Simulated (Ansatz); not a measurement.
# How the band gap of SnSeS (P3m1, No. 156, 3 atoms in the cell; start mp-1218912) moves with the method

No measured value is used here.

Put these levels in order of the band gap that they give for SnSeS (P3m1, No. 156, 3 atoms in the cell; start mp-1218912), smallest first: HSE06+SOC (Ansatz, a program for electronic structure), LDA (Ansatz), r²SCAN0 (Ansatz).

LDA (0.59 eV), HSE06+SOC (1.37 eV), r²SCAN0 (2.32 eV)

Computed values are for a static lattice. Spin–orbit coupling is included only where a level's name says +SOC; with heavier elements it mostly lowers gaps and can invert bands.  Values are at the PBE-D3(BJ) cell. Cutoffs and k meshes differ between the levels. Ansatz's density-functional and Hartree–Fock values are scalar-relativistic unless marked +SOC, with PAW data made under PBE.

A start named mp-… is a Materials Project structure, which need not be a measured phase.
